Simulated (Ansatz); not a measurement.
The reference is Au in the diamond structure (space group Fd-3m, No. 227; a = 6.024 Å; a hypothetical phase, not in the database extracts checked; relaxed with 0.1 eV smearing). Axes: x, y, z lie along the cube axes.

Level of theory: plane-wave PAW DFT at the PBEsol level (Ansatz, a program for electronic structure, 420 eV), no spin-orbit coupling.

Now apply this change: tensor shear ε_xy = +3.25 % (engineering shear γ = 0.0650), atoms relaxed at fixed cell.

How does this affect the stress and energy relative to the base?

The stress (xx, yy, zz, yz, xz, xy; compression positive) is (-0.3, -0.3, -0.2, 0.0, 0.0, 0.6) GPa; the energy decreases by 3.6 meV/atom.

The cells carry an imposed strain or load. Whether these cells are dynamically stable was not tested. Under tensor shear ε_xy = +3.25 % the cell ends below the base's energy or with stress of the wrong sign: the atoms slid into a distortion or the cell is elastically unstable, so the base is not a stable minimum at this level.
